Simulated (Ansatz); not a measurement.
## Hypothetical P4/nmm Ta2C under a change: biaxial strain −0.68 %, plane normal [001], relaxed out of plane

Take Ta₂C (space group P4/nmm, No. 129; a = 3.4952 Å, c = 6.4674 Å; a hypothetical phase, not in the database extracts checked) as the base. Axes: x, y, z lie along a, b, c of the conventional cell.

Now apply this change: biaxial strain −0.68 %, plane normal [001], relaxed out of plane (Cartesian); in-plane vectors clamped, the third vector and the atoms free.

Calculations: Ansatz (a first-principles code) PBE-D3(BJ), spin-orbit coupling left out. Settings: 13×13×7 k-points, 0.05 eV Fermi–Dirac smearing.

The volume per atom shrinks by 0.14 Å³, from 13.17 Å³ to 13.03 Å³ and the pressure (mean of the normal stresses, compression positive) goes from zero to 2.6 GPa. The band gap is still zero and the out-of-plane strain is +0.32 % (rough). The mean in-plane stress (compression positive) amounts to +4.0 GPa (rough).

Without a gap, meshes like the base's 13×13×7 leave anisotropic stresses uncertain by several tenths of a GPa, and small strain energies with them. No phonon test of stability was made. All final runs are without spin polarisation. The D3 term's C6 switches between coordination references near this geometry, which can add small steps to energies.
